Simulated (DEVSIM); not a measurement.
Structure: abrupt Si p-n junction, at 300 K.

| layer (left to right) | material | thickness (μm) | Nd (cm⁻³) | Na (cm⁻³) | τn (s) | τp (s) |
|---|---|---|---|---|---|---|
| 1 | Si | 0.250 | - | 3.1e16 | 8.5e-7 | 8.5e-7 |
| 2 | Si | 290 | 1.4e17 | - | 8.5e-7 | 8.5e-8 |

Left contact: ohmic. Right contact: ohmic. Voltage is applied to the left contact. Recombination: SRH at mid-gap, radiative. Mobility is μmin + (μ − μmin)/(1 + (N/Nref)^α).

The device is made up for the run: typed textbook-type constants, with dimensions and the other settings drawn at random. Values at 300 K.

| parameter | Si |
|---|---|
| gap (eV) | 1.124 |
| affinity (eV) | 4.05 |
| permittivity | 11.7 |
| Nc (cm⁻³) | 2.86e19 |
| Nv (cm⁻³) | 3.1e19 |
| μn (cm²/Vs) | 1417 |
| μp (cm²/Vs) | 470 |
| μn,min | 52 |
| μp,min | 45 |
| Nref,n | 9.7e16 |
| Nref,p | 2.2e17 |
| αn | 0.68 |
| αp | 0.72 |
| B (cm³/s) | 4.7e-15 |

Model (solved in DEVSIM): 1D drift-diffusion, Boltzmann statistics, complete ionisation; no tunnelling, impact ionisation, image-force lowering or self-heating.

Problem. Tabulate band edges, carrier densities and field at zero bias.

Solution. Energies count from the Fermi level of the right contact; mesh points crowd at the junctions.

```json
[
 {"x (μm)": "0.000", "Ec (eV)": "0.945", "Ev (eV)": "-0.179", "n (cm⁻³)": "3700", "p (cm⁻³)": "3.1e16", "field (V/cm)": "-310"},
 {"x (μm)": "0.03377", "Ec (eV)": "0.944", "Ev (eV)": "-0.180", "n (cm⁻³)": "4000", "p (cm⁻³)": "2.9e16", "field (V/cm)": "-700"},
 {"x (μm)": "0.1056", "Ec (eV)": "0.917", "Ev (eV)": "-0.207", "n (cm⁻³)": "11000", "p (cm⁻³)": "1.0e16", "field (V/cm)": "-10000"},
 {"x (μm)": "0.1941", "Ec (eV)": "0.656", "Ev (eV)": "-0.468", "n (cm⁻³)": "2.7e8", "p (cm⁻³)": "4.3e11", "field (V/cm)": "-50000"},
 {"x (μm)": "0.2489", "Ec (eV)": "0.308", "Ev (eV)": "-0.816", "n (cm⁻³)": "1.9e14", "p (cm⁻³)": "620000", "field (V/cm)": "-77000"},
 {"x (μm)": "0.2826", "Ec (eV)": "0.157", "Ev (eV)": "-0.967", "n (cm⁻³)": "6.5e16", "p (cm⁻³)": "1800", "field (V/cm)": "-16000"},
 {"x (μm)": "0.3706", "Ec (eV)": "0.138", "Ev (eV)": "-0.986", "n (cm⁻³)": "1.4e17", "p (cm⁻³)": "830", "field (V/cm)": "≈ 0"},
 {"x (μm)": "0.7385", "Ec (eV)": "0.138", "Ev (eV)": "-0.986", "n (cm⁻³)": "1.4e17", "p (cm⁻³)": "830", "field (V/cm)": "≈ 0"},
 {"x (μm)": "1.536", "Ec (eV)": "0.138", "Ev (eV)": "-0.986", "n (cm⁻³)": "1.4e17", "p (cm⁻³)": "830", "field (V/cm)": "≈ 0"},
 {"x (μm)": "3.576", "Ec (eV)": "0.138", "Ev (eV)": "-0.986", "n (cm⁻³)": "1.4e17", "p (cm⁻³)": "830", "field (V/cm)": "≈ 0"},
 {"x (μm)": "8.792", "Ec (eV)": "0.138", "Ev (eV)": "-0.986", "n (cm⁻³)": "1.4e17", "p (cm⁻³)": "830", "field (V/cm)": "≈ 0"},
 {"x (μm)": "30.59", "Ec (eV)": "0.138", "Ev (eV)": "-0.986", "n (cm⁻³)": "1.4e17", "p (cm⁻³)": "830", "field (V/cm)": "≈ 0"},
 {"x (μm)": "77.85", "Ec (eV)": "0.138", "Ev (eV)": "-0.986", "n (cm⁻³)": "1.4e17", "p (cm⁻³)": "830", "field (V/cm)": "≈ 0"},
 {"x (μm)": "181.3", "Ec (eV)": "0.138", "Ev (eV)": "-0.986", "n (cm⁻³)": "1.4e17", "p (cm⁻³)": "830", "field (V/cm)": "≈ 0"},
 {"x (μm)": "258.2", "Ec (eV)": "0.138", "Ev (eV)": "-0.986", "n (cm⁻³)": "1.4e17", "p (cm⁻³)": "830", "field (V/cm)": "≈ 0"},
 {"x (μm)": "277.8", "Ec (eV)": "0.138", "Ev (eV)": "-0.986", "n (cm⁻³)": "1.4e17", "p (cm⁻³)": "830", "field (V/cm)": "≈ 0"},
 {"x (μm)": "285.4", "Ec (eV)": "0.138", "Ev (eV)": "-0.986", "n (cm⁻³)": "1.4e17", "p (cm⁻³)": "830", "field (V/cm)": "≈ 0"},
 {"x (μm)": "288.4", "Ec (eV)": "0.138", "Ev (eV)": "-0.986", "n (cm⁻³)": "1.4e17", "p (cm⁻³)": "830", "field (V/cm)": "≈ 0"},
 {"x (μm)": "289.7", "Ec (eV)": "0.138", "Ev (eV)": "-0.986", "n (cm⁻³)": "1.4e17", "p (cm⁻³)": "830", "field (V/cm)": "≈ 0"},
 {"x (μm)": "290.1", "Ec (eV)": "0.138", "Ev (eV)": "-0.986", "n (cm⁻³)": "1.4e17", "p (cm⁻³)": "830", "field (V/cm)": "≈ 0"},
 {"x (μm)": "290.2", "Ec (eV)": "0.138", "Ev (eV)": "-0.986", "n (cm⁻³)": "1.4e17", "p (cm⁻³)": "830", "field (V/cm)": "≈ 0"},
 {"x (μm)": "290.2", "Ec (eV)": "0.138", "Ev (eV)": "-0.986", "n (cm⁻³)": "1.4e17", "p (cm⁻³)": "830", "field (V/cm)": "≈ 0"}
]
```
